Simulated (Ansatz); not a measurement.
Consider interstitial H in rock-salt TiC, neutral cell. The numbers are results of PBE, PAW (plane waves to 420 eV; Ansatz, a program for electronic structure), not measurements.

64-site cell at the relaxed PBE lattice, a 2×2×2 k-point mesh shifted by half a step, smearing 0.10 eV, spin-restricted, no finite-size correction. Static, classical nuclei. Sites that were not tried may lie lower.

Barriers: single points on a 4×4×4 k-point mesh shifted by half a step at the bands' geometries.

Relaxed starting cell (atoms counted from 1):

```xyz
65
Lattice="8.6661 0.0000 0.0000 0.0000 8.6661 0.0000 0.0000 0.0000 8.6661" Properties=species:S:1:pos:R:3 pbc="T T T"
Ti    -0.0044    -0.0023    -0.0001
Ti    -0.0121    -0.0080     4.3309
Ti    -0.0020     4.3356    -0.0025
Ti    -0.0037     4.3377     4.3313
Ti     4.3306    -0.0080     0.0077
Ti     4.3245    -0.0097     4.3371
Ti     4.3303     4.3377    -0.0008
Ti     4.3583     4.4079     4.3032
C      2.1617    -0.0013     0.0002
C      2.1542    -0.0037     4.3304
C      2.1633     4.3333    -0.0019
C      2.1608     4.3359     4.3259
C      6.4983    -0.0018     0.0035
C      6.4929     0.0038     4.3351
C      6.4979     4.3350     0.0002
C      6.5004     4.3424     4.3304
Ti    -0.0122     2.1660     2.1569
Ti    -0.0036     2.1664     6.5026
Ti    -0.0044     6.5011     2.1627
Ti    -0.0021     6.4986     6.5006
Ti     4.3245     2.1722     2.1552
Ti     4.3584     2.1383     6.5728
Ti     4.3306     6.5088     2.1569
Ti     4.3303     6.5003     6.5026
C      2.1543     2.1656     2.1611
C      2.1608     2.1610     6.5008
C      2.1616     6.5014     2.1637
C      2.1634     6.4993     6.4982
C      6.4928     2.1702     2.1687
C      6.5005     2.1655     6.5073
C      6.4983     6.5046     2.1632
C      6.4979     6.5013     6.4999
Ti     2.1561    -0.0058     2.1591
Ti     2.1585    -0.0015     6.5030
Ti     2.1585     4.3382     2.1634
Ti     2.1651     4.3316     6.4965
Ti     6.4951     0.0016     2.1665
Ti     6.5025    -0.0059     6.5055
Ti     6.5025     4.3406     2.1591
Ti     6.4982     4.3382     6.5030
C     -0.0079    -0.0017     2.1632
C     -0.0047    -0.0013     6.4999
C     -0.0047     4.3350     2.1636
C     -0.0026     4.3333     6.4982
C      4.3265     0.0038     2.1687
C      4.3312    -0.0037     6.5073
C      4.3311     4.3425     2.1611
C      4.3356     4.3359     6.5007
Ti     2.1590     2.1664    -0.0009
Ti     2.0888     2.1384     4.3032
Ti     2.1610     6.4987    -0.0025
Ti     2.1590     6.5004     4.3313
Ti     6.5047     2.1660     0.0077
Ti     6.5064     2.1722     4.3370
Ti     6.4988     6.5011    -0.0001
Ti     6.5046     6.5088     4.3309
C     -0.0034     2.1670    -0.0010
C     -0.0131     2.1634     4.3282
C     -0.0026     6.4992    -0.0019
C     -0.0034     6.5001     4.3319
C      4.3333     2.1634     0.0086
C      4.3524     2.1444     4.3091
C      4.3296     6.5001    -0.0011
C      4.3333     6.5099     4.3282
H      3.6871     2.8098     4.9747
```

End state 1 differs by these moves (Å; atoms that move under 0.08 Å are left out):

| atom | element | Δx | Δy | Δz |
|---|---|---|---|---|
| 21 | Ti | 0.03 | -0.03 | -0.07 |
| 22 | Ti | -0.03 | 0.03 | -0.07 |
| 65 | H | 0.00 | 0.00 | -1.29 |

Task: Predict the forward and backward barriers to end state 1 from PBE, PAW.

Result: forward 0.29 eV, backward 0.29 eV; at the saddle point atom 65 has neighbours C at 1.12, C at 2.02; 2 Ti at 1.75 Å. The saddle point's order was not checked, and it lies on a symmetry element of the cell, where a band can be held.
